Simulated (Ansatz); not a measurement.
We consider Cs2W3SeO12 (P6₃, No. 173; cell taken from a computed entry), described by r²SCAN (PAW; Ansatz, a program for electronic structure).

Settings: plane-wave cutoff 560 eV, 6×6×4 k mesh (along the axes of the cell as run), Fermi–Dirac smearing 0.01 eV, no spin polarisation, scalar-relativistic PAW data made under PBE.

Cell (relaxed with PBEsol):

```cif
data_Cs4O24Se2W6
_chemical_formula_sum 'Cs4 W6 Se2 O24'
_space_group_name_H-M_alt 'P 1'
_space_group_IT_number 1
_cell_length_a 7.26534
_cell_length_b 7.26534
_cell_length_c 12.60645
_cell_angle_alpha 90.000
_cell_angle_beta 90.000
_cell_angle_gamma 120.000
loop_
_space_group_symop_operation_xyz
  'x, y, z'
loop_
_atom_site_label
_atom_site_type_symbol
_atom_site_fract_x
_atom_site_fract_y
_atom_site_fract_z
_atom_site_occupancy
Cs1 Cs 0.66667 0.33333 0.22670 1
Cs2 Cs 0.33333 0.66667 0.72670 1
Cs3 Cs 0.33333 0.66667 0.09610 1
Cs4 Cs 0.66667 0.33333 0.59610 1
W1 W 0.81511 0.66136 0.89458 1
W2 W 0.15376 0.81511 0.39458 1
W3 W 0.33864 0.15376 0.89458 1
W4 W 0.18489 0.33864 0.39458 1
W5 W 0.84624 0.18489 0.89458 1
W6 W 0.66136 0.84624 0.39458 1
Se1 Se 0.00000 0.00000 0.67035 1
Se2 Se 0.00000 0.00000 0.17035 1
O1 O 0.87734 0.12625 0.72826 1
O2 O 0.75109 0.87734 0.22826 1
O3 O 0.87375 0.75109 0.72826 1
O4 O 0.12266 0.87375 0.22826 1
O5 O 0.24891 0.12266 0.72826 1
O6 O 0.12625 0.24891 0.22826 1
O7 O 0.90995 0.45873 0.85291 1
O8 O 0.45122 0.90995 0.35291 1
O9 O 0.54127 0.45122 0.85291 1
O10 O 0.09005 0.54127 0.35291 1
O11 O 0.54878 0.09005 0.85291 1
O12 O 0.45873 0.54878 0.35291 1
O13 O 0.87226 0.75194 0.40314 1
O14 O 0.12032 0.87226 0.90314 1
O15 O 0.24806 0.12032 0.40314 1
O16 O 0.12774 0.24806 0.90314 1
O17 O 0.87968 0.12774 0.40314 1
O18 O 0.75194 0.87968 0.90314 1
O19 O 0.19328 0.79659 0.52899 1
O20 O 0.39669 0.19328 0.02899 1
O21 O 0.20341 0.39669 0.52899 1
O22 O 0.80672 0.20341 0.02899 1
O23 O 0.60331 0.80672 0.52899 1
O24 O 0.79659 0.60331 0.02899 1
```

Question: Estimate the band gap and Γ–Γ gap that the calculation returns.

Answer: 
- band gap = 3.07 eV
- Γ–Γ gap = 3.16 eV

Note: cell and atoms aren't relaxed at this level (largest force component 0.48 eV/Å, pressure -0.3 GPa).

Spin–orbit coupling is not included.
